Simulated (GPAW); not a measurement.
Worked example: self-consistent single point of BaCuTeF (P1, 8 atoms in the cell) in GPAW.

Method of the run: LDA (Perdew-Wang 92), GPAW PAW datasets LDA (gpaw-data 1.0.1) (plane waves; GPAW).

```
CELL_PARAMETERS angstrom
      4.44881     0.00000     0.00000
      0.00000     4.44881     0.00000
      0.00000     0.00000     9.52665
ATOMIC_POSITIONS crystal
  Ba 0.99849 0.49046 0.65710
  Ba 0.49738 0.99905 0.35059
  Cu 0.99236 0.00022 0.99814
  Cu 0.48893 0.50458 0.99943
  Te 0.50047 0.00880 0.83386
  Te 0.02380 0.51412 0.15878
  F  0.49094 0.49221 0.50062
  F  0.00765 0.99056 0.50147
```

Reference input (self-consistent single point, DFT PBEsol, plane waves, GPAW PAW datasets PBEsol (made by gpaw-setup)): mode = pw; ecut = 900 eV; xc = PBEsol; kpts = 3 3 2; mesh shift (steps) = 0 0 0; occupations.name = fermi-dirac; occupations.width = 0 eV; nbands = -6; convergence.density = 1e-05 e/electron; convergence.bands = -4; symmetry.symmorphic = false; symmetry.tolerance = 0.0005. This run's input differs from it in these lines:

```diff
@@ -19,3 +19,3 @@
 calc = GPAW(mode=PW(900),
-            xc='PBEsol',
+            xc='LDA',
             kpts={'size': (3, 3, 2), 'gamma': True},
```

Its files differ too (potentials: GPAW PAW datasets LDA (gpaw-data 1.0.1)).

The program printed (abridged):

```
     iter     time        total  log10-change:
                         energy   eigst   dens
iter:   1 --:--:--   -43.676806   +0.72
iter:   2 --:--:--   -43.110804   -0.33  -1.25
iter:   3 --:--:--   -41.691364   -0.33  -1.30
iter:   4 --:--:--   -41.831858   -0.94  -1.45
iter:   5 --:--:--   -41.789344   -0.75  -1.51
iter:   6 --:--:--   -41.757104   -1.35  -1.66
iter:   7 --:--:--   -41.498369   -0.96  -1.84
iter:   8 --:--:--   -41.442341   -1.90  -2.29
iter:   9 --:--:--   -41.438695   -2.89  -2.58
iter:  10 --:--:--   -41.439061c  -3.41  -2.74
iter:  11 --:--:--   -41.438048c  -3.13  -2.80
iter:  12 --:--:--   -41.438304c  -4.08  -3.12
iter:  13 --:--:--   -41.438122c  -5.03  -3.18
iter:  14 --:--:--   -41.437679c  -3.84  -3.25
   [... 7 lines left out ...]
iter:  22 --:--:--   -41.437615c  -6.08  -4.43
iter:  23 --:--:--   -41.437615c  -6.25  -4.54
iter:  24 --:--:--   -41.437615c  -6.77  -4.70
iter:  25 --:--:--   -41.437614c  -7.17  -4.95
iter:  26 --:--:--   -41.437615c  -7.21  -5.08c
iter:  27 --:--:--   -41.437614c  -7.80c -5.10c
Converged after 27 iterations.

Dipole moment: (-4.261763, 0.577810, 0.822796) |e|*Ang

Energy contributions relative to reference atoms: (reference = -906790.651071)

Kinetic:        +15.108551
Potential:      -17.146328
External:        +0.000000
XC:             -39.692918
Entropy (-ST):   +0.000000
Local:           +0.293080
SIC:             +0.000000
--------------------------
Free energy:    -41.437614
Extrapolated:   -41.437614

Showing only first 2 kpts
 Kpt  Band  Eigenvalues  Occupancy
  0    32      6.57791    2.00000
  0    33      6.61116    2.00000
  0    34      7.62945    0.00000
  0    35      8.12132    0.00000

  1    32      6.56425    2.00000
  1    33      6.59757    2.00000
  1    34      7.82951    0.00000
  1    35      8.29004    0.00000

Fermi level: 7.12030

Gap: 1.018 eV
Transition (v -> c):
   [... lines left out ...]
  2 Cu   -0.02316    0.05831   -0.01494
  3 Cu    0.22551    0.00233   -0.12261
  4 Te    0.03331   -0.09601    0.48280
  5 Te   -0.36450   -0.15099   -0.23868
  6 F     0.12806    0.05892    0.01635
  7 F    -0.13799    0.04554    0.00603

Stress tensor:
     0.031708    -0.000107     0.001790
    -0.000107     0.032963     0.000088
     0.001790     0.000088     0.032396
Stress (GPa, Voigt): [ 5.0801  5.2812  5.1904  0.0141  0.2868 -0.0172]
```

The run converged in 27 iterations. GPAW prints stress with tension positive. Against the reference run the largest force goes from 0.459 to 0.493 eV/Å and the gap on the mesh goes from 1.046 to 1.018 eV.

At such cutoffs GPAW's stress carries a finite-basis (Pulay) error, which enters relaxed cells too; its log prints stress with tension positive.

The starting cell comes from a database of computed structures (which also holds hypothetical and non-ambient phases and stackings), without a prior relaxation at this level. Its atoms were displaced at random from the sites of space group no. 129. Spin-orbit coupling is off.

Cost on one core of a shared machine: roughly 2 min.
